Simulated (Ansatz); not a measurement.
Base system: BP in the zinc blende structure (space group F-43m, No. 216; a = 4.520 Å). Axes: x, y, z lie along the cube axes.

All numbers come from Ansatz (a first-principles code) PBEsol, scalar-relativistic without spin-orbit coupling.

The change: biaxial strain −1.00 %, plane normal [001], relaxed out of plane (Cartesian); in-plane vectors clamped, the third vector and the atoms free.

**Question.** Predict the new ratio −ε⊥/ε∥.

**Answer.** The ratio −ε⊥/ε∥ comes out as 0.47.

Stability against distortions was not tested.
